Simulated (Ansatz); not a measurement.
Ru (model structure, Im-3m, No. 229, 1 atom in the cell)

Level of theory: LDA (Ansatz, a first-principles code, PAW).

Settings: plane-wave cutoff 520 eV, 26×26×26 k mesh, Fermi–Dirac smearing 0.05 eV, no spin polarisation, scalar-relativistic PAW data made under PBE.

Cell (relaxed at this level):

```yaml
crystal:
  lattice:
    - [-1.49993, 1.49993, 1.49993]
    - [1.49993, -1.49993, 1.49993]
    - [1.49993, 1.49993, -1.49993]
  atoms:
    - { symbol: Ru, position: [0.00000, 0.00000, 0.00000] }
```

bulk modulus B0: 332 GPa

Note: the run has no spin polarisation, so it can have missed a magnetic state; the bulk modulus is −V dP/dV from two relaxed cells at ±2 % in volume; the relaxation could raise the start's symmetry but not lower it, so the cell can be a saddle point.

Computed values are for the static lattice.

The result took roughly 14 core-seconds.

A model structure was made by putting elements into a prototype or built by hand; it is no filed structure, need not be a known phase, and can be a saddle point held by its symmetry.
